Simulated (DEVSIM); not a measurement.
Device: abrupt Si n-p junction, at 300 K.

Layer 1 from the left is Si, thickness (μm) 0.120, Nd (cm⁻³) 3.3e16, τn (s) 0.00043, τp (s) 0.00043. Layer 2 from the left is Si, thickness (μm) 28.0, Na (cm⁻³) 2.8e16, τn (s) 0.00043, τp (s) 0.00043.

Left contact: ohmic. Right contact: ohmic. Voltage is applied to the left contact. Recombination: SRH at mid-gap. Mobility is μmin + (μ − μmin)/(1 + (N/Nref)^α).

This is a model device: material constants are rounded textbook-type values typed into the input, and sizes, dopings and lifetimes were drawn at random. Values at 300 K.

Si: gap (eV) 1.124, affinity (eV) 4.05, permittivity 11.7, Nc (cm⁻³) 2.86e19, Nv (cm⁻³) 3.1e19, μn (cm²/Vs) 1417, μp (cm²/Vs) 470, μn,min 52, μp,min 45, Nref,n 9.7e16, Nref,p 2.2e17, αn 0.68, αp 0.72.

Model (solved in DEVSIM): 1D drift-diffusion, Boltzmann statistics, complete ionisation; no tunnelling, impact ionisation, image-force lowering or self-heating.

### Question
What does the simulation give for the dark forward voltage at 100 A/cm², the potential step across the device at zero bias, the largest field in the device at zero bias?

### Answer
dark forward voltage at 100 A/cm² 0.815 V; potential step across the device at zero bias 0.768 V; largest field in the device at zero bias 58000 V/cm.
